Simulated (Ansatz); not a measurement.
**Parameter sweep on Ba3Cd2As4 (P1, 9 atoms in the cell)**

```xyz
9
Lattice="8.5445 -2.3038 0.0000 8.5445 2.3038 0.0000 -2.7729 0.0000 6.7571" Properties=species:S:1:pos:R:3 pbc="T T T"
Ba     0.8037    -0.0441     3.8913
Ba    13.3781    -0.0788     2.8280
Ba     0.0439    -0.0912    -0.0274
Cd     5.5451     0.1231     0.2055
Cd     8.9458    -0.0252     6.5779
As     3.0011    -0.0077     1.3377
As    11.2608     0.0396     5.3426
As     7.5421     0.0499     2.2918
As     6.7437     0.0344     4.5807
```

Base run A: LDA (PW92), default PAW files made with PBE in Ansatz (a quantum-chemistry and plane-wave program), self-consistent single point.

Its settings: kpoints.mp_grid.grid = 3 3 2; hamiltonian.xc = lda; hamiltonian.pseudopotentials = {kind: paw} (the program's default PAW files); scf.occupations.method = gaussian; scf.occupations.width = 0.2 eV.

The starting cell comes from a database of published, mostly measured structures (it also holds non-ambient and calculated ones), without a prior relaxation at this level. Its atoms were displaced at random from the sites of space group no. 12. Ansatz's pressure includes its estimate of the finite-basis (Pulay) stress. A gap is left out here, as mesh or smearing make it unsure.

ΔF is the free energy per atom less that of run A. 

Runs:
- B: 2 x 1 x 1 supercell, mesh divided and rounded up; kpoints.mp_grid.grid: 3 3 2 → 2 3 2
- C: 1 x 2 x 1 supercell, mesh divided and rounded up; kpoints.mp_grid.grid: 3 3 2 → 3 2 2
- D: 1 x 1 x 2 supercell, mesh divided to match; kpoints.mp_grid.grid: 3 3 2 → 3 3 1

```
run  ΔF (meV/atom)  pressure (GPa)  largest force (eV/Å)  k-points  valence electrons
---  -------------  --------------  --------------------  --------  -----------------
A             0.00           -2.44                 0.809        10                130
B             -4.6           -2.39                 0.776         8                260
C             -4.6           -2.39                 0.777         8                260
D             0.00           -2.44                 0.808         5                260
```

Run D against A: The free energy hardly moves (within 1 meV/atom), the pressure stays at -2.44 GPa and the largest force hardly changes (0.809 to 0.808 eV/Å).

Run C against A: The free energy falls by 4.6 meV/atom, the pressure hardly changes (-2.44 to -2.39 GPa) and the largest force goes from 0.809 to 0.777 eV/Å.

Run B against A: The free energy drops by 4.6 meV/atom, the pressure hardly changes (-2.44 to -2.39 GPa) and the largest force goes from 0.809 to 0.776 eV/Å.

Keys are those of Ansatz 0.2.
